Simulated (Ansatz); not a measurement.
Computed with PBE (plane waves to 420 eV, PAW; Ansatz, an electronic-structure program).

Planar average of the electrostatic potential across the slab, in eV from the Fermi level, for S on the 1x1 (111) surface of fcc Ir, one in a 2x1 cell, started at the site 'top Ir':

(z (Å), V (eV)): (5.49, 5.47); (5.78, 5.47); (6.07, 5.47); (6.36, 5.46); (6.64, 5.45); (6.93, 5.43); (7.22, 5.38); (7.51, 5.27); (7.80, 5.03); (8.09, 4.49); (8.38, 3.29); (8.67, 0.60); (8.96, -6.09); (9.24, -15.71); (9.53, -22.66); (9.82, -23.38); (10.11, -17.55); (10.40, -8.45); (10.69, -2.34); (10.98, -3.38); (11.27, -11.06); (11.56, -19.87); (11.84, -24.34); (12.13, -22.13); (12.42, -14.42); (12.71, -5.54); (13.00, -1.94); (13.29, -5.41); (13.58, -14.21); (13.87, -21.93); (14.16, -24.20); (14.44, -19.74); (14.73, -10.94); (15.02, -3.12); (15.31, -1.49); (15.60, -6.28); (15.89, -15.43); (16.18, -22.66); (16.47, -24.03); (16.76, -18.88); (17.04, -10.21); (17.33, -4.19); (17.62, -4.06); (17.91, -4.45); (18.20, -4.05); (18.49, -2.38); (18.78, 0.97); (19.07, 3.23); (19.36, 4.09); (19.64, 4.43); (19.93, 4.57); (20.22, 4.62); (20.51, 4.64); (20.80, 4.65); (21.09, 4.65); (21.38, 4.65); (21.67, 4.65); (21.96, 4.66); (22.24, 4.66); (22.53, 4.66)

Model: 9-atom slab, 6.6 Å thick at the start under the adsorbate (thin: gaps and levels are the slab's own), 6x12x1 mesh, Fermi-Dirac 0.1 eV, dipole correction, 4 atoms held, the rest relaxed; held to the start's symmetry, so lower structures may exist; spin-polarised, no spin-orbit, no U, no dispersion correction. The starting moment vanished. At the end it is bonded to 3 Ir. In PBE it is, or lies within 0.03 eV of, the lowest of the starts that converged.

### Question
The surface cell has an area of 12.98 Å². What dipole along the normal does the step between the two vacuum levels imply?

### Answer
the top vacuum level lies 0.82 eV below the bottom one; p = −ε₀ A ΔV (ε₀ = 0.005526 e/(V·Å)) gives 0.06 e·Å a cell.
